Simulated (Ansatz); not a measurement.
A short convergence ladder for LaGe₂Pd₂ (I4/mmm, 5 atoms in the cell)

```
CELL_PARAMETERS angstrom
     -2.18820     2.18820     5.03688
      2.18820    -2.18820     5.03688
      2.18820     2.18820    -5.03688
ATOMIC_POSITIONS crystal
  La 0.00000 0.00000 0.00000
  Ge 0.62413 0.62413 0.00000
  Ge 0.37587 0.37587 0.00000
  Pd 0.25000 0.75000 0.50000
  Pd 0.75000 0.25000 0.50000
```

Base method: LDA (PW92), default PAW files made with PBE (plane waves; Ansatz, a first-principles code).

Base settings: basis.ecutwfc = 30.9 Ry; kpoints.mp_grid.grid = 9 9 9; hamiltonian.xc = lda; hamiltonian.pseudopotentials = {kind: paw} (the program's default PAW files); scf.occupations.method = fermi_dirac; scf.occupations.width = 0.0073 Ry.

Core times come from one kind of shared machine, to one figure; runs under 30 s give none.

**Zone-centre phonons against the cutoff**

In this ladder: phonons.method = dfpt.

The mesh stays at the base's, so the ladder's end is converged at best in this setting alone.

Frequencies are those of the unrelaxed cell, without the LO-TO term of polar crystals.

Only quantities that move along the ladder and can be compared are tabulated.

| basis.ecutwfc | highest zone-centre frequency (cm⁻¹) | lowest optical frequency (cm⁻¹) | core time / last (rough) |
|---|---|---|---|
| 15.4 Ry | 198.9 | 90.4 | 0.2 |
| 21.7 Ry | 212.8 | 27.7 | 0.3 |
| 26.1 Ry | 218.5 | 40.0 | 0.6 |
| 30.9 Ry | 218.4 | 39.6 | 0.5 |
| 37.1 Ry | 218.4 | 39.5 | 1 |

Coarsest basis.ecutwfc that holds the highest zone-centre frequency within 10 cm⁻¹ of the last step, with all finer ones: 21.7 Ry, at about 0.3 of the last step's time; the step before is off by 20 cm⁻¹.

Coarsest basis.ecutwfc that holds the lowest optical frequency within 10 cm⁻¹ of the last step, with all finer ones: 26.1 Ry; the step before is off by 12 cm⁻¹.

On the base run: the starting cell comes from a database of computed structures (which also holds hypothetical and non-ambient phases and stackings), without a prior relaxation at this level. Its lattice was rescaled by up to half a per cent. Spin polarisation is off. In the base run, with a pressure of about -5 GPa the cell is away from its equilibrium volume at this level.

Keys are those of Ansatz 0.2.
